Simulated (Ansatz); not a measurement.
Base system: ZnS in the wurtzite structure (space group P6_3mc, No. 186).

```cif
data_S2Zn2
_chemical_formula_sum 'Zn2 S2'
_space_group_name_H-M_alt 'P 1'
_space_group_IT_number 1
_cell_length_a 3.84511
_cell_length_b 3.84511
_cell_length_c 6.30566
_cell_angle_alpha 90.000
_cell_angle_beta 90.000
_cell_angle_gamma 120.000
loop_
_space_group_symop_operation_xyz
  'x, y, z'
loop_
_atom_site_label
_atom_site_type_symbol
_atom_site_fract_x
_atom_site_fract_y
_atom_site_fract_z
_atom_site_occupancy
Zn1 Zn 0.66667 0.33333 0.99985 1
Zn2 Zn 0.33333 0.66667 0.49985 1
S1 S 0.66667 0.33333 0.62535 1
S2 S 0.33333 0.66667 0.12535 1
```

Levels (all Ansatz, an electronic-structure program, PAW): PBE (420 eV, spin-orbit coupling left out); r2SCAN (500 eV, no SOC).

Its gap is 2.08 eV with PBE and 2.64 eV with r2SCAN.

Perturbation: every lattice vector is stretched by 2.93 %; the atoms relax in the strained cell.

With PBE the gap becomes 1.71 eV.

Task: If the r2SCAN correction stayed the same, what would the r2SCAN gap be, and what does the r2SCAN run give?

Result: A rigid correction of +0.56 eV gives 2.27 eV. The r2SCAN run gives 2.24 eV, so the two effects roughly add.

Single points use the geometry relaxed with PBE. Stability against distortions was not tested.
